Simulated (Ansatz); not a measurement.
Phonon-limited resistivity of Ta₂N (P-3m1) against temperature in μΩ·cm, PBEsol, DFPT electron-phonon coupling, linearised Boltzmann equation (Ansatz, a first-principles code), harmonic crystal at a fixed cell. x, y and z are the axes of this cell:
```yaml
crystal:
  lattice:
    - [3.08271, 0.00000, 0.00000]
    - [-1.54136, 2.66971, 0.00000]
    - [0.00000, 0.00000, 4.81424]
  atoms:
    - { symbol: Ta, position: [0.66667, 0.33333, 0.74731] }
    - { symbol: Ta, position: [0.33333, 0.66667, 0.25269] }
    - { symbol: N, position: [0.00000, 0.00000, 0.00000] }
```

```json
[
 {"T": "50 K", "ρ (x, y)": "0.68", "ρ (z)": "0.44"},
 {"T": "77 K", "ρ (x, y)": "2.2", "ρ (z)": "(withheld)"},
 {"T": "100 K", "ρ (x, y)": "3.7", "ρ (z)": "(withheld)"},
 {"T": "150 K", "ρ (x, y)": "7.0", "ρ (z)": "4.4"},
 {"T": "200 K", "ρ (x, y)": "10.4", "ρ (z)": "6.5"},
 {"T": "250 K", "ρ (x, y)": "13.9", "ρ (z)": "8.8"},
 {"T": "273 K", "ρ (x, y)": "15.5", "ρ (z)": "9.8"},
 {"T": "300 K", "ρ (x, y)": "17.4", "ρ (z)": "11.0"}
]
```

Question: Fill in the missing entries.

Answer: 
- 77 K, ρ (z): 1.38
- 100 K, ρ (z): 2.3

A metal at this level (no band gap). Only scattering by harmonic phonons is included (no impurities, grain boundaries, electron-electron scattering or thermal expansion). Spin-orbit coupling is left out, which matters with elements this heavy. The run warned that the eigensolver left some states short of its tolerance. Halving the electron mesh (32x32x20) moves the resistivity by up to 5 %. Smearing 0.20 eV; phonons on a 5x5x3 q mesh, which this run doesn't test and which matters most at low temperature.

Computed structure with no diffraction record at hand here (it may be known, metastable or hypothetical): Ta2N (P-3m1).
